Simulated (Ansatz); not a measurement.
**Cu on the 1x1 (110) surface of bcc Mo, one in a 2x2 cell, started at the site 'hollow Mo-Mo-Mo'**

Level of theory: PBE (plane waves to 420 eV, PAW; Ansatz, a first-principles code).

Slab: 17 atoms, 6.5 Å thick at the start under the adsorbate (thin: gaps and levels are the slab's own); k 6x6x1, smearing 0.1 eV, dipole-corrected; 8 atoms held, the rest relaxed; symmetry of the start imposed; no spin, no spin-orbit, no U, no dispersion correction. At the end it is bonded to 4 Mo. In PBE it is, or lies within 0.03 eV of, the lowest of the starts that converged.

```json
{
 "adsorption energy against an atom of fcc Cu": "0.23 eV",
 "work_function_of_the_top_face": "4.07 eV",
 "change_of_the_work_function": "-0.52 eV",
 "change_of_the_step_from_the_bottom_to_the_top_vacuum_level_against_the_clean_slab": "-0.47 eV",
 "energy_released_by_relaxation": "0.51 eV",
 "height of the binding atom over the mean of the host atoms within 0.3 Å of the top one": "1.896 Å",
 "nearest_host_atoms_of_the_binding_atom": "Mo at 2.53 Å, Mo at 2.53 Å, Mo at 2.90 Å",
 "largest_move_of_a_host_atom": "0.06 Å",
 "note": "in the relaxation the adsorbate left its starting site by 0.6 Å",
 "cost": "about 17 core-minutes (a rough figure)"
}
```

A negative adsorption energy means that the adsorbate is more stable on the surface than in its reference.
